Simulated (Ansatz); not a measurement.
Consider WC (space group P-6m2, No. 187; relaxed with 0.1 eV smearing).

```yaml
crystal:
  lattice:
    - [2.92246, 0.00000, 0.00000]
    - [-1.46123, 2.53092, 0.00000]
    - [0.00000, 0.00000, 2.84619]
  atoms:
    - { symbol: W, position: [0.00000, 0.00000, 0.00000] }
    - { symbol: C, position: [0.33333, 0.66667, 0.50000] }
```

Cartesian axes are those of the cell as printed.

The values are results of PBE, PAW, 420 eV (Ansatz, a program for electronic structure; no spin-orbit coupling), not measurements.

For the base:

* **Pressure**: 0.0 GPa

One thing is altered: uniaxial strain ε_zz = −2.00 %, all other strain components held at zero, atoms relaxed at fixed cell.

**Question.** What does the calculation give for the pressure after the change?

**Answer.** The pressure (mean of the normal stresses, compression positive) goes from zero to 9.2 GPa.

Stability against distortions was not tested. All final runs are without spin polarisation.
